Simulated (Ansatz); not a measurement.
Subject: the formation energy of YN (rock salt, Fm-3m) from the elements. Reaction: Y (hcp) + 1/2 N2 (gas) → YN (rock salt). Negative: the products are lower in energy. The value is per atom of the solid.

YN (rock salt, Fm-3m), 2 atoms in the cell. Conventional cell: a = b = c = 4.906 Å, α = β = γ = 90.00°.

Ansatz (a quantum-chemistry and plane-wave program) with PAW potentials; structures come from PBE relaxations, nuclei static, no net charge. Ansatz runs with its default PAW set. Other levels take these structures. HSE06 runs on coarser k-point meshes, mended by the PBE difference between the two meshes. Some cells are metallic or hold partly filled levels, where a hybrid on a coarse mesh is less sure. The lattices are those relaxed with PBE, so at other levels the solids can be strained, which adds to the spread. A dispersion term (D3(BJ), or D4 for r2SCAN) was computed beside these levels and is taken off wherever the name lacks it.

Measured enthalpy at 298 K, from tabulated formation enthalpies: -1.55 eV/atom (as tabulated in arXiv:2310.18187). It holds thermal and zero-point parts that the computed values lack, which would shift all levels alike, taken here as about 0.04 eV/atom at most.

Task: How far does each level (PBE, LDA, PBEsol, RPBE, r2SCAN, HSE06) fall from the measured value, and which comes closest?

Result: 
```tsv
Level	computed (eV/atom)	computed less measured
RPBE	-1.53	0.02
PBE	-1.70	-0.15
HSE06	-1.84	-0.29
PBEsol	-1.85	-0.30
r2SCAN	-1.98	-0.43
LDA	-2.05	-0.50
```

RPBE comes closest here; LDA misses by 0.50 eV/atom.
